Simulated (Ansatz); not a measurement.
**Element substitutions in Si**

Base system: Si (space group Ia-3, No. 206; a = 6.6016 Å).

Each row replaces one element on all its sites; cell and atoms are relaxed.

Method: PBEsol (Ansatz, an electronic-structure program), no spin-orbit coupling.

```tsv
change	density	shortest interatomic distance	space group
base	2.59 g/cm³	2.340 Å	Ia-3 (No. 206)
Si → P	[?]	2.302 Å	Ia-3 (No. 206)
Si → Ru	9.98 g/cm³	2.284 Å	Ia-3 (No. 206)
Si → V	[?]	2.185 Å	[?]
```

Problem. Complete the table.

Solution. 
- Si → P, density: 2.99 g/cm³
- Si → V, density: 5.74 g/cm³
- Si → V, space group: Ia-3d (No. 230)

Stability against distortions was not tested. As relaxed here, P, Ru and V are hypothetical phases, not in the database extracts checked. Seeded moments were not kept for Si → V. All final runs are without spin polarisation. This is not the structure that Si has at room temperature and ambient pressure.
